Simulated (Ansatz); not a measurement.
All values below come from PBE (plane waves to 420 eV, PAW; Ansatz, an electronic-structure program).

Electrostatic potential energy of an electron, averaged over planes parallel to the surface, in eV from the Fermi level, for C on the 1x1 (111) surface of fcc Pd, one in a 2x2 cell, started at the site 'hollow Pd-Pd-Pd over Pd at depth 4.5 Å':

| z (Å) | V (eV) |
|---|---|
| 5.20 | 5.23 |
| 5.49 | 5.23 |
| 5.78 | 5.23 |
| 6.07 | 5.23 |
| 6.36 | 5.23 |
| 6.64 | 5.22 |
| 6.93 | 5.19 |
| 7.22 | 5.15 |
| 7.51 | 5.05 |
| 7.80 | 4.83 |
| 8.09 | 4.35 |
| 8.38 | 3.27 |
| 8.67 | 0.63 |
| 8.96 | -5.76 |
| 9.24 | -13.12 |
| 9.53 | -17.71 |
| 9.82 | -15.57 |
| 10.11 | -8.81 |
| 10.40 | -1.75 |
| 10.69 | 1.23 |
| 10.98 | -0.46 |
| 11.27 | -6.89 |
| 11.56 | -14.05 |
| 11.84 | -17.93 |
| 12.13 | -15.09 |
| 12.42 | -8.20 |
| 12.71 | -1.37 |
| 13.00 | 1.08 |
| 13.29 | -1.08 |
| 13.58 | -7.73 |
| 13.87 | -14.70 |
| 14.16 | -17.92 |
| 14.44 | -14.43 |
| 14.73 | -7.37 |
| 15.02 | -0.78 |
| 15.31 | 1.33 |
| 15.60 | -0.76 |
| 15.89 | -7.25 |
| 16.18 | -14.43 |
| 16.47 | -18.26 |
| 16.76 | -15.83 |
| 17.04 | -10.10 |
| 17.33 | -4.22 |
| 17.62 | -0.19 |
| 17.91 | 2.69 |
| 18.20 | 4.36 |
| 18.49 | 5.02 |
| 18.78 | 5.29 |
| 19.07 | 5.40 |
| 19.36 | 5.45 |
| 19.64 | 5.47 |
| 19.93 | 5.48 |
| 20.22 | 5.48 |
| 20.51 | 5.49 |
| 20.80 | 5.49 |
| 21.09 | 5.49 |
| 21.38 | 5.49 |
| 21.67 | 5.49 |

Set-up: 17 atoms, 6.8 Å thick at the start under the adsorbate (thin: gaps and levels are the slab's own); mesh 6x6x1; 0.1 eV smearing; dipole correction on; 8 atoms held, the rest relaxed; symmetry of the start imposed; no spin, no spin-orbit, no U, no dispersion correction. At the end it is bonded to 3 Pd. In PBE this state lies 0.03 eV over the lowest of the starts that converged ('hollow Pd-Pd-Pd over Pd at depth 2.3 Å').

The vacuum level lies 5.49 eV above the Fermi level over the top face and 5.23 eV above it under the bottom face.
